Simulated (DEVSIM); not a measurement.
Structure: GaAs n-i-p diode, at 300 K.

| layer (left to right) | material | thickness (μm) | Nd (cm⁻³) | Na (cm⁻³) | τn (s) | τp (s) |
|---|---|---|---|---|---|---|
| 1 | GaAs | 0.980 | 1e17 | - | 3e-9 | 3e-9 |
| 2 | GaAs | 1.80 | - | 7.7e12 | 3e-9 | 3e-9 |
| 3 | GaAs | 3.50 | - | 4.6e17 | 3e-9 | 3e-9 |

Left contact: ohmic. Right contact: ohmic. Voltage is applied to the left contact. Recombination: SRH at mid-gap, radiative. Mobility is μmin + (μ − μmin)/(1 + (N/Nref)^α).

The device is made up for the run: typed textbook-type constants, with dimensions and the other settings drawn at random. Values at 300 K.

```tsv
parameter	GaAs
gap (eV)	1.424
affinity (eV)	4.07
permittivity	12.9
Nc (cm⁻³)	4.7e17
Nv (cm⁻³)	9e18
μn (cm²/Vs)	8500
μp (cm²/Vs)	400
μn,min	500
μp,min	20
Nref,n	6e16
Nref,p	1.5e17
αn	0.39
αp	0.38
B (cm³/s)	2e-10
```

Model (solved in DEVSIM): 1D drift-diffusion, Boltzmann statistics, complete ionisation; no tunnelling, impact ionisation, image-force lowering or self-heating.

Q: Tabulate band edges, carrier densities and field at zero bias.

A: Energies count from the Fermi level of the right contact; mesh points crowd at the junctions.

```
x (μm)   Ec (eV)  Ev (eV)  n (cm⁻³)  p (cm⁻³)  field (V/cm)
-------  -------  -------  --------  --------  ------------
0.000      0.040   -1.384    1.0e17     < 1e2           ≈ 0
0.03885    0.040   -1.384    1.0e17     < 1e2           ≈ 0
0.1374     0.040   -1.384    1.0e17     < 1e2           ≈ 0
0.3873     0.040   -1.384    1.0e17     < 1e2           ≈ 0
0.8173     0.040   -1.384    1.0e17     < 1e2           ≈ 0
0.9312     0.041   -1.383    9.7e16     < 1e2           670
0.9772     0.063   -1.361    4.0e16     < 1e2         15000
1.033      0.127   -1.297    3.5e15     < 1e2          8200
1.158      0.214   -1.210    1.2e14     < 1e2          6600
1.481      0.425   -0.999    3.4e10       150          6500
2.158      0.862   -0.562      1500     3.3e9          6400
2.623      1.161   -0.263     < 1e2    3.4e14          6600
2.735      1.244   -0.180     < 1e2    8.6e15         10000
2.778      1.314   -0.110     < 1e2    1.3e17         31000
2.834      1.347   -0.077     < 1e2    4.6e17            10
2.961      1.347   -0.077     < 1e2    4.6e17           ≈ 0
3.318      1.347   -0.077     < 1e2    4.6e17           ≈ 0
4.233      1.347   -0.077     < 1e2    4.6e17           ≈ 0
5.706      1.347   -0.077     < 1e2    4.6e17           ≈ 0
6.077      1.347   -0.077     < 1e2    4.6e17           ≈ 0
6.218      1.347   -0.077     < 1e2    4.6e17           ≈ 0
6.280      1.347   -0.077     < 1e2    4.6e17           ≈ 0
```
